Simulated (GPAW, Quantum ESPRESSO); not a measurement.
**Code comparison for Ce (Fm-3m, 1 atom in the cell)**

Self-consistent single point.

```xyz
1
Lattice="0.0000 2.3596 2.3596 2.3596 0.0000 2.3596 2.3596 2.3596 0.0000" Properties=species:S:1:pos:R:3 pbc="T T T"
Ce     0.0000     0.0000     0.0000
```

All programs got the same cell, k-point mesh and kind of occupations (in GPAW's words: kpts = 12 12 12; mesh shift (steps) = 0 0 0; occupations.name = fermi-dirac; occupations.width = 0.05 eV); potentials, basis and cutoffs are each program's usual ones.

| code | model | pressure (GPa) | cutoff |
|---|---|---|---|
| GPAW | PBE, GPAW PAW datasets PBE (gpaw-data 1.0.1) | 0.50 | 800 eV |
| Quantum ESPRESSO | PBE, SSSP 1.1.2 efficiency (PBE) pseudopotentials | 0.53 | 50 Ry |

The spread over the programs that give each value: pressure within 0.03 GPa.

The starting cell comes from a database of computed structures (which also holds hypothetical and non-ambient phases and stackings), without a prior relaxation at this level. Its lattice was rescaled by a random factor within 2.5 % of one. On GPAW's run: Spin-orbit coupling is off. Spin polarisation is off. The f electrons are in the valence without U or exact exchange, which can misplace them near the Fermi level. Spin-orbit terms, which matter for f shells, are left out.

Task: Why do the programs differ, and what cannot be compared?

Result: Differences of this kind can come from the potentials, where these differ, and from what each basis and cutoff leave unconverged. The zero of total energies and Fermi levels follows the potentials and each program's conventions, so they are not compared here.

Left out of this page: Ansatz (with a known weakness of the program); Elk and FLEUR (not drawn, or without a comparable value).

Keys are those of Ansatz 0.2.
